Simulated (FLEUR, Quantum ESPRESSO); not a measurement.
## Code comparison for SmCoSi₃ (I4mm, 5 atoms in the cell)

Self-consistent single point.

```yaml
crystal:
  lattice:
    - [-2.04106, 2.04106, 4.76921]
    - [2.04106, -2.04106, 4.76921]
    - [2.04106, 2.04106, -4.76921]
  atoms:
    - { symbol: Sm, position: [0.00406, 0.00406, 0.00000], spin: 5.0 }
    - { symbol: Co, position: [0.66096, 0.66096, 0.00000] }
    - { symbol: Si, position: [0.76119, 0.26119, 0.50000] }
    - { symbol: Si, position: [0.26119, 0.76119, 0.50000] }
    - { symbol: Si, position: [0.42759, 0.42759, 0.00000] }
```
(The spins are starting values, not results.)

All programs got the same cell, k-point mesh and kind of occupations, and the same starting moments (in FLEUR's words: jspins = 2; fermiSmearingEnergy = 0.00999582 Htr; mesh (inpgen div1-3) = 7 7 7); potentials, basis and cutoffs are each program's usual ones.

```csv
code,model,size of the net moment (μB/atom),cutoff
FLEUR,"PBEsol, all-electron FLAPW (FLEUR), scalar-relativistic valence",1.11,Kmax 4.2 1/bohr
Quantum ESPRESSO,"PBEsol, SSSP 1.1.2 efficiency (PBE) pseudopotentials",1.10,50 Ry
```

The spread over the programs that give each value: size of the net moment within 0.01 μB/atom.

The starting cell comes from a database of computed structures (which also holds hypothetical and non-ambient phases and stackings), without a prior relaxation at this level. On FLEUR's run: Spin-orbit coupling is off. With one magnetic atom in the cell only a parallel order is possible. With U or open f shells several self-consistent states can exist. The f electrons are in the valence without U or exact exchange, which can misplace them near the Fermi level. Spin-orbit terms, which matter for f shells, are left out. Values depend on the basis (sphere radii, cutoffs, local orbitals), which need not be converged.

Problem. Why do the programs differ, and what cannot be compared?

Solution. Differences of this kind can come from the potentials, where these differ, and from what each basis and cutoff leave unconverged. The valence holds different numbers of electrons (FLEUR 43, Quantum ESPRESSO 45). The zero of total energies and Fermi levels follows the potentials and each program's conventions, so they are not compared here. FLEUR treats all electrons, but the usual bases taken here (sphere radii, linearisation, local orbitals, empty states) were not tested for convergence, so the values are no reference for the others. Site moments depend on each program's spheres or projections; the total moment of the cell does not.

Left out of this page: Ansatz (with a known weakness of the program).
